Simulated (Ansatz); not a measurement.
Consider Ir in the fcc (Cu type) structure (space group Fm-3m, No. 225; a = 3.8311 Å; relaxed with 0.1 eV smearing). Axes: x, y, z lie along the cube axes.

Structures relaxed with PBEsol (Ansatz, a program for electronic structure; PAW; 420 eV plane waves; no spin-orbit coupling).

Base:

Simulated powder pattern, Cu Kα, λ = 1.54184 Å (kinematic, ideal powder, no thermal factors, no anomalous dispersion; the 14 strongest lines at most, above 2 %, up to 2θ = 90°):

```json
[
 {"2θ (°)": "40.80", "I/Imax (%)": "100", "hkl": "(111)"},
 {"2θ (°)": "47.46", "I/Imax (%)": "49", "hkl": "(200)"},
 {"2θ (°)": "69.38", "I/Imax (%)": "33", "hkl": "(220)"},
 {"2θ (°)": "83.73", "I/Imax (%)": "40", "hkl": "(311)"},
 {"2θ (°)": "88.38", "I/Imax (%)": "12", "hkl": "(222)"}
]
```

After one change:

Simulated powder pattern, Cu Kα, λ = 1.54184 Å (kinematic, ideal powder, no thermal factors, no anomalous dispersion; the 14 strongest lines at most, above 2 %, up to 2θ = 90°):

```
2θ (°)  I/Imax (%)
------  ----------
40.76          100
47.16           17
47.55           32
69.21           22
69.52           11
83.25           14
83.84           27
88.29           12
```

Task: What was done to the base?
(A) uniaxial strain ε_zz = +3.58 %
(B) uniaxial stress, 3 GPa tension along x
(C) biaxial strain −0.74 %, plane normal [001], relaxed out of plane
(D) uniaxial strain ε_xx = −2.89 %

Result: B, uniaxial stress, 3 GPa tension along x. Its volume per atom is 14.09 Å³ against 14.06 Å³, and its space group is I4/mmm (No. 139).

Beyond what the load breaks, stability against distortions was not tested. All final runs are without spin polarisation.
